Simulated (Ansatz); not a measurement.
The reference is InP in the zinc blende structure (space group F-43m, No. 216; a = 5.8782 Å).

It is then changed as follows: Ga takes the place of In on all its sites; the structure is relaxed again.

Levels (all Ansatz, a quantum-chemistry and plane-wave program, PAW): PBEsol (420 eV, spin-orbit coupling left out); PBEsol+SOC (420 eV, noncollinear with spin-orbit coupling).

The geometry is relaxed with PBEsol.

| Item | Value |
|---|---|
| PBEsol valence-band top at Γ | 0.00, 0.00, 0.00 eV |
| PBEsol smallest direct gap | 1.80 eV |
| PBEsol lowest conduction level above the VBM at special points | X 1.50 eV; L 1.60 eV; Γ 1.80 eV; K 2.06 eV |

Q: How does going to PBEsol+SOC change the valence-band top at Γ, smallest direct gap, lowest conduction level above the VBM at special points and hole mass?

A: The valence-band top at Γ (three highest Kramers pairs, from the VBM) becomes 0.00, 0.00, -0.09 eV (PBEsol: 0.00, 0.00, 0.00 eV); the smallest direct gap decreases by 0.03 eV, from 1.80 eV to 1.77 eV; the lowest conduction level above the VBM at special points becomes X 1.47 eV; L 1.58 eV; Γ 1.77 eV; K 2.03 eV (PBEsol: X 1.50 eV; L 1.60 eV; Γ 1.80 eV; K 2.06 eV); the hole mass (degenerate bands, along [100]) amounts to 0.14, 0.36 mₑ (at Γ). The threefold valence maximum splits by Δso ≈ 0.09 eV.

Single points use the geometry relaxed with PBEsol. The spin-orbit shifts are approximate. Effective masses come from finite differences of ±0.01 Å⁻¹. Stability against distortions was not tested.
